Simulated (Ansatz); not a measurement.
Ni on the Si site in metastable 2H silicon carbide (start: the Si site; 96-site cell, 2×2×2 shifted sampling). All values below come from PBE, PAW (plane waves to 420 eV; Ansatz, a program for electronic structure). Total energies of the localised charge states, counted from that of charge +1, and their image corrections (point charge with alignment); the host's valence-band maximum lies at 9.434 eV on the cells' energy zero and its gap is 2.31 eV.

```csv
charge,moment (μB),E − E(first) (eV),correction (eV)
+1,1.0,0.000,0.192
0,2.0,9.897,0.000
−1,3.0,19.953,0.136
−2,2.0,30.883,0.631
```

Task: Derive the transition levels above the valence-band maximum and say which of them are thermodynamic.

Result: A level is the Fermi energy at which two charges have equal formation energy: ε(q/q′) = [E(q′) + corr(q′) − E(q) − corr(q)] / (q − q′) − E_VBM.
ε(+1/0) = [(9.897 + 0.000) − (0.000 + 0.192)] / 1 − 9.434 = 0.27 eV
ε(0/−1) = [(19.953 + 0.136) − (9.897 + 0.000)] / 1 − 9.434 = 0.76 eV
ε(−1/−2) = [(30.883 + 0.631) − (19.953 + 0.136)] / 1 − 9.434 = 1.99 eV
Thermodynamic levels at least 0.1 eV inside the gap: (+1/0) at 0.27 eV; (0/−1) at 0.76 eV; (−1/−2) at 1.99 eV. They hold to tenths of an eV in this cell. Only the charges listed were compared. Flagged in the runs: a host whose relaxation on this sampling wasn't shown to rest.
